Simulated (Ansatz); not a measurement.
Base system: PtGe (space group Pnma, No. 62).

Space group Pnma (No. 62); a = 5.7353 Å, b = 3.7103 Å, c = 6.0803 Å, α = β = γ = 90.00°

| atom | site | symmetry | x | y | z |
|---|---|---|---|---|---|
| Pt | 4c | .m. | 0.0003 | 0.2500 | 0.1907 |
| Ge | 4c | .m. | 0.1846 | 0.2500 | 0.5887 |

Levels (all Ansatz, a quantum-chemistry and plane-wave program, PAW): PBEsol (420 eV, scalar-relativistic without spin-orbit coupling); PBEsol+SOC (420 eV, noncollinear with spin-orbit coupling).

The geometry is relaxed with PBEsol.

- PBEsol pressure = 0.0 GPa

With PBEsol+SOC at the same geometry, the pressure goes from zero to -0.3 GPa.

Single points use the geometry relaxed with PBEsol. The spin-orbit shifts are approximate. No phonon test of stability was made. The runs without spin-orbit coupling are not spin-polarised.
